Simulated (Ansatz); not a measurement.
The reference is SrCl$_{2}$ in the fluorite structure (space group Fm-3m, No. 225; a = 7.041 Å).

The change: an isotropic linear strain of +3.00 %, atoms relaxed at fixed cell.

Computed with PBE in Ansatz (plane waves to 420 eV, PAW, no spin-orbit coupling).

Base, band edges from the VBM (valence, conduction): X 0.00, 5.52; W -0.10, 6.22; L -1.01, 6.70; Γ -0.32, 5.24; K -0.10, 5.95; U -0.10, 5.95 eV.

**Question.** Give the band edges at the high-symmetry points of the new zone, measured from its valence-band maximum.

**Answer.** 
```tsv
point	valence edge (eV)	conduction edge (eV)
Γ	-0.29	4.90
X	0.00	5.52
U	-0.09	5.91
K	-0.09	5.91
L	-0.90	6.58
W	-0.08	6.15
```

The gap is 4.90 eV, indirect, X → Γ.

Stability against distortions was not tested.

Ansatz is a first-principles code.
